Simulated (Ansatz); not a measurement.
Where the default PAW files enter, the runs use the earlier of Ansatz's two default sets.

**Evanescent states of KBr (Fm-3m, rock salt, 2 atoms a cell, 35.8 Å³ an atom) along the normal of (110)**

Method: r2SCAN (plane waves, PAW; Ansatz, an electronic-structure program).

The gap is the functional's own. No spin-orbit coupling. Mid-gap values are interpolated on the energy grid.

Energies count from the valence-band top; κ is the least over a 8×6 mesh across the current.

```tsv
E (eV)	κ (1/Å)	where
0.12	0.139	Γ
0.36	0.226	Γ
0.60	0.276	Γ
0.84	0.309	Γ
1.08	0.333	Γ
1.32	(withheld)	Γ
1.56	(withheld)	Γ
1.80	(withheld)	Γ
2.04	(withheld)	Γ
2.28	(withheld)	Γ
2.52	(withheld)	Γ
2.76	(withheld)	Γ
3.00	(withheld)	Γ
3.24	(withheld)	Γ
3.48	(withheld)	Γ
3.72	(withheld)	Γ
3.96	0.298	Γ
4.20	0.272	Γ
4.44	0.239	Γ
4.68	0.195	Γ
4.92	0.129	Γ
```

### Question
Some entries are withheld; supply them.

### Answer

- 1.32, κ (1/Å): 0.350
- 1.56, κ (1/Å): 0.362
- 1.80, κ (1/Å): 0.369
- 2.04, κ (1/Å): 0.373
- 2.28, κ (1/Å): 0.374
- 2.52, κ (1/Å): 0.372
- 2.76, κ (1/Å): 0.367
- 3.00, κ (1/Å): 0.360
- 3.24, κ (1/Å): 0.350
- 3.48, κ (1/Å): 0.336
- 3.72, κ (1/Å): 0.319
